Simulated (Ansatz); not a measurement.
# CoSn (space group P6/mmm, No. 191; non-magnetic)

```xyz
6
Lattice="5.2416 0.0000 0.0000 -2.6208 4.5394 0.0000 0.0000 0.0000 4.1879" Properties=species:S:1:pos:R:3 pbc="T T T"
Co     2.6208     0.0000     0.0000
Co     1.3104     2.2697     0.0000
Co    -1.3104     2.2697     0.0000
Sn     0.0000     0.0000     0.0000
Sn     0.0000     3.0263     2.0940
Sn     2.6208     1.5131     2.0940
```

Level of theory: r2SCAN (Ansatz, a program for electronic structure, PAW, no SOC). k-mesh 10×10×11 (Γ-centred); smearing 0.05 eV (Fermi–Dirac).

```json
{
  "volume_per_atom": "16.61 Å³",
  "density": "8.88 g/cm³",
  "band_gap": "zero",
  "total_energy": "-5585.033 eV/atom (σ→0; compares only within this code and set-up)"
}
```

Whether these cells are dynamically stable was not tested. Starting moments died away, wholly or in part, for the base; another magnetic solution may exist. The final runs are not spin-polarised.
